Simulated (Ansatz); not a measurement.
Start from MnO in the rock salt structure (space group Fm-3m, No. 225; ferromagnetic).

```
MnO
1.0
    0.00000     2.22514     2.22514
    2.22514     0.00000     2.22514
    2.22514     2.22514     0.00000
O Mn
1 1
Direct
  0.00000   0.00000   0.00000
  0.50000   0.50000   0.50000
```

Cartesian axes are those of the cell as printed.

All numbers come from r2SCAN (Ansatz, a program for electronic structure; PAW; 500 eV plane waves; spin-orbit coupling left out).

Base values:

| Quantity | Result |
|---|---|
| Pressure | 0.0 GPa |
| Magnetic state | ferromagnetic |
| Largest site moment | 4.27 μB |
| Band gap | zero |

One thing is altered: uniaxial strain ε_xx = −0.68 %, all other strain components held at zero, atoms relaxed at fixed cell.

Q: How does this affect the energy relative to the base?

A: The energy goes up by 0.4 meV/atom.

Q: Predict the new pressure.

A: The pressure (mean of the normal stresses, compression positive) goes from zero to 1.1 GPa.

Q: How does this affect the magnetic state?

A: The magnetic state stays ferromagnetic.

Q: What happens to the largest site moment?

A: The largest site moment is nearly the same (4.27 μB against 4.25 μB).

Q: How does this affect the band gap?

A: The band gap stays zero.

A case with no gap was solved on a k-mesh chosen for an insulator, which is coarse for it. Stability against distortions was not tested. No Hubbard U is applied and the magnetic state is the run's own (MnO ferromagnetic); other magnetic orders, which need larger cells, were not tried and can change the gap. In its common phase, real MnO is an antiferromagnetic insulator at low temperature.
